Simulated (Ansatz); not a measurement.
Functionals compared on Cl on the 1x1 (101) surface of anatase TiO2 (cut with top plane O), one in a 2x1 cell, started at the site 'top O', in Ansatz (plane waves, PAW). The structure was relaxed with PBE; the other rows are single points on it, each with its references at the same level. Cutoff 420 eV (500 eV for r2SCAN). The points keep PBE's geometry, so the relaxation of a polaron and the settling of charge on one site are left out. HSE06 used the coarser mesh 2x3x1.

Host crystal: anatase TiO2, with a band gap (PBE, scalar-relativistic without spin-orbit coupling).

Model: 37-atom slab, 9.4 Å thick at the start under the adsorbate (thin: gaps and levels are the slab's own), 3x4x1 mesh, Fermi-Dirac 0.01 eV, dipole correction, 14 atoms held, the rest relaxed; no symmetry held; spin-polarised, ending with about 1.0 μB a cell; orders that need a larger cell were not tried, no spin-orbit, no U, no dispersion correction. It is one chosen start, not shown to be the lowest state of the adsorbate. These notes are the PBE run's. r2SCAN: The program's check for a lower electronic state was not made. HSE06: The program's check for a lower electronic state was not made. Adsorption energies are against ½ Cl2(g). A negative adsorption energy means that the adsorbate is more stable on the surface than in its reference.

A dash marks a value that is undefined for that row or was read on another mesh.

```csv
functional,adsorption energy (eV),gap of the slab on its k-mesh (eV),highest filled level below the top vacuum level (eV),magnetic moment of the cell (μB)
PBE,0.92,0.92,7.83,1.00
RPBE,?,?,?,1.00
r2SCAN,0.74,1.40,8.13,1.00
HSE06,0.96,–,–,1.00
```

Problem. What belongs in the gaps?

Solution. 
- RPBE, adsorption energy (eV): 1.05
- RPBE, gap of the slab on its k-mesh (eV): 0.95
- RPBE, highest filled level below the top vacuum level (eV): 7.75

Ansatz is a quantum-chemistry and plane-wave program.
